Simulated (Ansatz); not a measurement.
Consider Hf2Ge (space group I4/mcm, No. 140; a = 6.550 Å, c = 5.254 Å; a cell from a computed database, its experimental status unchecked).

The change: every Ge is replaced by Ir; the structure is relaxed again.

Levels (all Ansatz, a quantum-chemistry and plane-wave program, PAW): PBEsol (420 eV, no spin-orbit coupling); PBEsol+SOC (420 eV, with spin-orbit coupling).

The geometry is relaxed with PBEsol.

- PBEsol pressure: 0.0 GPa

### Question
Predict the pressure from PBEsol+SOC.

### Answer
The pressure goes from zero to -0.3 GPa.

Single points use the geometry relaxed with PBEsol. Differences between runs with and without spin-orbit coupling are approximate. Whether these cells are dynamically stable was not tested. As relaxed here, Hf2Ir is a hypothetical phase, not in the database extracts checked. The runs without spin-orbit coupling are not spin-polarised.
